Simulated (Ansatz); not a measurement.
Where the default PAW files enter, the runs use the earlier of Ansatz's two default sets.

The decay constant κ of evanescent states in the gap governs leakage through a thin film.

Consider the following.

```
CdS
1.0
    7.22064     0.00000     0.00000
    3.61032     7.09282     0.00000
    3.61032    -0.61256     1.99238
Cd S
2 2
Direct
  0.83311   0.50022   0.50022
  0.66645   0.00022   0.00022
  0.45655   0.87678   0.87678
  0.28989   0.37678   0.37678
```

Space group of this cell: P6_3mc, wurtzite. The cell is taken as given.

Transport runs along the normal of the first two printed cell vectors, the (111) plane of the conventional cell.

The gap is the functional's own. No spin-orbit coupling. Mid-gap values are interpolated on the energy grid.

Predict the band gap and the smallest decay constant κ at mid-gap from Ansatz (a program for electronic structure) with r2SCAN.

Gap 1.62 eV on a 16×16×16 mesh; κ = 0.128 1/Å, at the zone centre.
